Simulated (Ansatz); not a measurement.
Consider a periodic stack without vacuum, rock-salt TiN (1 1 0) on monoclinic HfO2 (0 1 0), 2 Si on Ti sites at each interface (film strained to the substrate, faces as cut): substrate slab Hf20O44, film N24Ti20Si4, surface cells [[0, -1], [2, -1]] and [[1, 1], [0, 4]], film strained by +2.8 and +3.8 %, faces O/O and NTi/NTi as cut (like faces can put a slab off its formula). Its start:

```xyz
112
Lattice="5.3525 0.0000 -0.0780 7.0850 10.1766 -0.1368 2.9796 1.1865 23.3020" Properties=species:S:1:pos:R:3 pbc="T T T"
Hf     4.1556     3.6124     2.1343
Hf    10.5429     8.6999     1.9827
Hf     1.6530     1.4071     1.6431
Hf     7.9482     6.5844     1.8486
Hf     4.3178     1.3704     4.7265
Hf     5.2551     6.4884     4.7619
Hf     6.8706     3.6958     4.2568
Hf     7.8583     8.8411     4.2296
O      5.1960     4.7804     3.5092
O     11.4120     9.8107     3.4747
O      0.7145     0.3770     5.4802
O      6.8673     5.3753     5.4734
O      3.3473     0.1932     0.9293
O      3.7441     5.2186     0.8160
O      7.9194     4.7625     2.9056
O      8.6523     9.7886     2.5759
O      5.3535     2.3197     0.5971
O      6.4258     7.5335     1.0614
O      5.7142     2.2919     3.1150
O      6.7439     7.2981     3.4713
O      3.0120     2.1944     3.2158
O      9.3658     7.3967     3.1381
O      2.5303     3.0692     0.8534
O      9.1056     7.8044     0.4318
Hf     4.2381     3.6931     7.3011
Hf    10.5193     8.8095     7.2345
Hf     1.6694     1.4450     6.9436
Hf     7.9018     6.5228     6.8371
Hf     4.3635     1.4730     9.9961
Hf    10.6134     6.4738     9.7875
Hf     6.9486     3.7400     9.4198
Hf     7.8402     8.8754     9.3869
O      5.1819     4.7571     8.8091
O     11.4767     9.9101     8.7111
O     13.1037    10.5343    10.6755
O      6.9925     5.4771    10.5465
O     10.4710    10.5399     6.0945
O      9.5809     5.4218     6.1245
O      7.8942     4.7672     7.9600
O      8.7966     9.9091     7.9537
O      5.5194     2.7984     5.8208
O      6.4498     7.9204     5.9081
O      5.7270     2.3020     8.3772
O      6.6369     7.4063     8.3737
O      3.0514     2.3165     8.5067
O      9.3148     7.4072     8.3164
O      2.8623     2.8011     5.7751
O      9.1324     7.9038     5.6745
Hf     4.1518     3.9349    12.9017
Hf    10.5894     8.7492    12.1608
Hf     7.0254     1.7465    12.0388
Hf     7.9302     6.6339    11.9567
O     10.3442    10.5755    11.2698
O      9.7330     5.5322    11.5057
O      7.8747     5.1658    13.3925
O     10.4663     9.7590    13.9768
O      5.5787     2.8672    11.0313
O     11.8883     7.9623    10.7807
O      5.8988     2.9462    13.5766
O      6.5025     7.3312    13.2582
O      3.2859     2.1704    13.4009
O      9.0874     7.8799    13.3138
O      8.2327     2.9697    10.9466
O      9.2235     7.9457    10.7720
N      9.7624     4.3572    15.0214
N     10.6847     7.4682    15.4462
N     13.3869     9.4158    15.2782
N      7.3745     2.2348    15.5238
N      4.9184     2.1544    16.4557
N      6.6465     4.6513    16.3239
N      8.1737     6.9694    16.3408
N     10.3230     9.9365    16.5484
N      7.5877     2.1808    18.1389
N      9.3560     4.7413    18.0126
N     11.1341     7.2511    18.0674
N     12.9030     9.7960    18.0359
N     10.2340     9.7994    19.3647
N      4.9140     2.2032    19.4752
N      6.6742     4.7379    19.3840
N      8.5216     7.2811    19.3506
N     12.6796     9.8264    21.0815
N      7.5729     2.3190    21.0632
N      9.4889     4.7380    21.1501
N     11.2714     7.3846    21.2385
N      8.4233     7.4405    22.0839
N      9.8343    10.1239    22.0295
N      4.6554     2.3478    22.3242
N      7.0509     4.6178    22.0114
Ti     8.5040     3.5384    16.5308
Ti    10.0814     5.8693    16.4289
Ti    12.0350     8.5776    16.5188
Ti     6.6772     0.7556    16.6549
Si     5.8825     3.2768    15.2969
Ti     7.0042     6.2975    14.9019
Si     9.4779     8.6075    14.8087
Ti     3.6049     1.2291    15.1537
Ti    13.7931    11.0873    19.3907
Ti     8.4619     3.4790    19.4030
Ti    10.2884     5.9806    19.4337
Ti    12.0515     8.5449    19.3974
Ti     4.0275     0.9131    18.1044
Ti     5.7897     3.4458    18.0489
Ti     7.5262     5.9861    17.9708
Ti     9.3877     8.5473    17.9704
Si    12.3941     8.4403    22.1963
Ti    13.6431    11.2292    22.2231
Si     8.5203     3.5090    22.1902
Ti    10.9853     5.5560    22.6539
Ti     9.5544     8.5268    20.9658
Ti    11.0084    11.1354    20.9071
Ti     5.7743     3.4371    20.8824
Ti     7.8129     6.0592    20.8598
```

The start was prepared with a machine-learned potential, and the result is one local minimum, with the in-plane cell held and forces under 0.04 eV/Å; the film can end far from its bulk form.

All values below come from PBE (plane waves to 420 eV, PAW; Ansatz, a program for electronic structure). Spin–orbit coupling is left out; the runs are not spin-polarised; PBE gaps are too small against experiment. Its k-point mesh 6×3×1, Fermi–Dirac width 0.05 eV.

### Question
Predict the relaxed interface.

### Answer
The interface area comes out as 54.5 Å² and the period is 23.69 Å. The gaps between the outermost planes at the two interfaces is 0.13 and 1.16 Å, the Hf–Ti contacts across the interfaces within 1.22 times the sum of covalent radii is 11, mean 3.56 Å and the O–Ti contacts across the interfaces within 1.22 times the sum of covalent radii comes out as 8, mean 2.04 Å. The Hf–Si contacts across the interfaces within 1.22 times the sum of covalent radii comes out as 5, mean 3.14 Å and the O–Si contacts across the interfaces within 1.22 times the sum of covalent radii is 5, mean 1.70 Å.
